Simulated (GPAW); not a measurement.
Input and output of a self-consistent single point for Ti₃Be (P6_3/mmc, 8 atoms in the cell) (GPAW).

Level of theory: PBEsol, GPAW PAW datasets PBEsol (made by gpaw-setup) (plane waves; GPAW).

```
CELL_PARAMETERS angstrom
      5.49730     0.00000     0.00000
     -2.74865     4.76081     0.00000
      0.00000     0.00000     4.44226
ATOMIC_POSITIONS crystal
  Ti 0.34844 0.17422 0.75000
  Ti 0.65156 0.82578 0.25000
  Ti 0.17422 0.34844 0.25000
  Ti 0.82578 0.65156 0.75000
  Ti 0.82578 0.17422 0.75000
  Ti 0.17422 0.82578 0.25000
  Be 0.66667 0.33333 0.25000
  Be 0.33333 0.66667 0.75000
```

Reference input (self-consistent single point, DFT LDA (Perdew-Wang 92), plane waves, GPAW PAW datasets LDA (gpaw-data 1.0.1)): mode = pw; ecut = 800 eV; xc = LDA; kpts = 5 5 6; mesh shift (steps) = 0 0 0; occupations.name = methfessel-paxton; occupations.width = 0.1 eV; occupations.order = 0; nbands = -12; symmetry.symmorphic = false; symmetry.tolerance = 0.0005; maxiter = 120. This run's input differs from it in these lines:

```diff
@@ -19,3 +19,3 @@
 calc = GPAW(mode={'name': 'pw', 'ecut': 800},
-            xc='LDA',
+            xc='PBEsol',
             kpts={'size': (5, 5, 6), 'gamma': True},
```

Its files differ too (potentials: GPAW PAW datasets PBEsol (made by gpaw-setup)).

Output, abridged:

```
     iter     time        total  log10-change:
                         energy   eigst   dens
iter:   1 --:--:--   -52.856875
iter:   2 --:--:--   -52.462191   -1.11  -1.33
iter:   3 --:--:--   -51.245481   -0.21  -1.36
iter:   4 --:--:--   -51.250533   -1.22  -1.76
iter:   5 --:--:--   -51.552467   -0.93  -1.79
iter:   6 --:--:--   -51.372777   -0.84  -1.70
iter:   7 --:--:--   -51.355765   -1.63  -2.20
iter:   8 --:--:--   -51.265935   -1.72  -2.21
iter:   9 --:--:--   -51.268027   -3.29  -2.68
iter:  10 --:--:--   -51.267268c  -2.68  -2.80
iter:  11 --:--:--   -51.272040c  -2.78  -2.78
iter:  12 --:--:--   -51.267055c  -2.78  -2.70
iter:  13 --:--:--   -51.266878c  -4.02  -3.31
iter:  14 --:--:--   -51.267218c  -3.98  -3.41
   [... 3 lines left out ...]
iter:  18 --:--:--   -51.266796c  -5.39  -3.58
iter:  19 --:--:--   -51.266802c  -5.68  -3.65
iter:  20 --:--:--   -51.266835c  -4.68  -3.74
iter:  21 --:--:--   -51.266820c  -5.38  -3.79
iter:  22 --:--:--   -51.266816c  -6.02  -4.47c
iter:  23 --:--:--   -51.266818c  -6.19  -4.53c
iter:  24 --:--:--   -51.266817c  -7.32  -4.35c
iter:  25 --:--:--   -51.266817c  -6.87  -4.49c
iter:  26 --:--:--   -51.266817c  -6.29  -4.64c
iter:  27 --:--:--   -51.266815c  -7.37  -4.66c
iter:  28 --:--:--   -51.266815c  -7.54c -4.87c
Converged after 28 iterations.

Dipole moment: (-0.000000, -0.000000, 0.000000) |e|*Ang

Energy contributions relative to reference atoms: (reference = -139977.538959)

Kinetic:        +43.380459
Potential:      -36.206125
External:        +0.000000
XC:             -58.451018
Entropy (-ST):   -0.068768
Local:           +0.044253
SIC:             +0.000000
--------------------------
Free energy:    -51.301200
Extrapolated:   -51.266815

Showing only first 2 kpts
 Kpt  Band  Eigenvalues  Occupancy
  0    36      7.52279    2.00000
  0    37      7.87500    2.00000
  0    38      8.55300    0.00000
  0    39      8.81358    0.00000

  1    36      7.53479    2.00000
  1    37      7.82445    2.00000
  1    38      8.38238    0.01475
  1    39      9.19700    0.00000

Fermi level: 8.20996

No gap
   [... lines left out ...]
  2 Ti    0.00000   -0.01084   -0.00000
  3 Ti   -0.00000    0.01084    0.00000
  4 Ti    0.00939   -0.00542   -0.00000
  5 Ti   -0.00939    0.00542    0.00000
  6 Be   -0.00000    0.00000   -0.00000
  7 Be   -0.00000    0.00000   -0.00000

Stress tensor:
     0.004215     0.000000     0.000000
     0.000000     0.004215     0.000000
     0.000000     0.000000     0.000995
Stress (GPa, Voigt): [0.6753 0.6753 0.1593 0.     0.     0.    ]
```

The run converged in 28 iterations. GPAW prints stress with tension positive. Against the reference run the pressure goes from -4.88 to -0.50 GPa and the largest force goes from 0.020 to 0.011 eV/Å.

The starting cell comes from a database of computed structures (which also holds hypothetical and non-ambient phases and stackings), without a prior relaxation at this level. Its lattice was rescaled by a random factor within 2.5 % of one. Spin polarisation is off.

Cost on one core of a shared machine: roughly 3 min.
